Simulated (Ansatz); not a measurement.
## What pressure 3 GPa does to FeNi3

Base system: FeNi3 in the Cu3Au type structure (space group Pm-3m, No. 221; a = 3.514 Å; ferromagnetic).

Now apply this change: a hydrostatic pressure of 3 GPa.

Level of theory: r2SCAN in Ansatz (plane waves to 500 eV, PAW, without spin-orbit coupling). Γ-centred 13×13×13 mesh, Fermi–Dirac width 0.05 eV.

```json
[
 {"quantity": "volume per atom", "base": "10.85 Å³", "changed": "10.70 Å³", "shift": "-0.15 Å³"},
 {"quantity": "density", "base": "8.87 g/cm³", "changed": "9.00 g/cm³", "shift": "+0.122 g/cm³"},
 {"quantity": "lattice parameter a", "base": "6.641 bohr", "changed": "6.611 bohr", "shift": "-0.030 bohr"},
 {"quantity": "shortest interatomic distance", "base": "4.696 bohr", "changed": "4.674 bohr", "shift": "-0.0214 bohr"},
 {"quantity": "enthalpy H = E + PV relative to the base's energy", "base": "–", "changed": "+0.20 eV/atom", "shift": "–"},
 {"quantity": "band gap", "base": "zero", "changed": "zero", "shift": "–"},
 {"quantity": "magnetic state", "base": "ferromagnetic", "changed": "ferromagnetic", "shift": "–"},
 {"quantity": "largest site moment", "base": "3.19 μB", "changed": "3.17 μB", "shift": "-0.02 μB"}
]
```

Cost of the whole job for the changed cell (relaxation, final SCF and bands): very roughly 4 core-minutes.

Other magnetic orders, which the real material may have, were not ruled out. Load acts through the strain it causes; cell and atoms are relaxed under it. Whether these cells are dynamically stable was not tested.

Ansatz is a program for electronic structure.
